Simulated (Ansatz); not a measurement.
Results of PBEsol in Ansatz (plane waves, PAW) for AlSiCN (P3m1, No. 156, 4 atoms in the cell; start mp-1227998).

Numerical settings: plane-wave cutoff 520 eV, 12×12×8 k mesh (along the axes of the cell as run), scalar-relativistic PAW data made under PBE.

Cell (relaxed at this level):

```
CELL_PARAMETERS angstrom
      3.09402     0.00000     0.00000
     -1.54701     2.67950     0.00000
      0.00000     0.00000     5.02700
ATOMIC_POSITIONS crystal
  Al 0.33333 0.66667 0.50720
  Si 0.66667 0.33333 0.99731
  C  0.33333 0.66667 0.10847
  N  0.66667 0.33333 0.63701
```

Q: Estimate the Voigt–Reuss–Hill bulk modulus, polycrystal shear modulus (Hill average), Young modulus and Poisson ratio that the calculation returns.

A: 
* **Voigt–Reuss–Hill bulk modulus**: 209 GPa
* **polycrystal shear modulus (Hill average)**: 142 GPa
* **Young modulus**: 348 GPa
* **Poisson ratio**: 0.223

Note: the relaxation could not lower the start's symmetry, so the cell can be a saddle point above a distorted one.

Elastic constants are with the ions relaxed.

The computed numbers hold no vibrational or temperature effects.

The result took roughly 27 core-minutes.

A start named mp-… is a Materials Project structure, which need not be a measured phase.

Ansatz is a program for electronic structure.
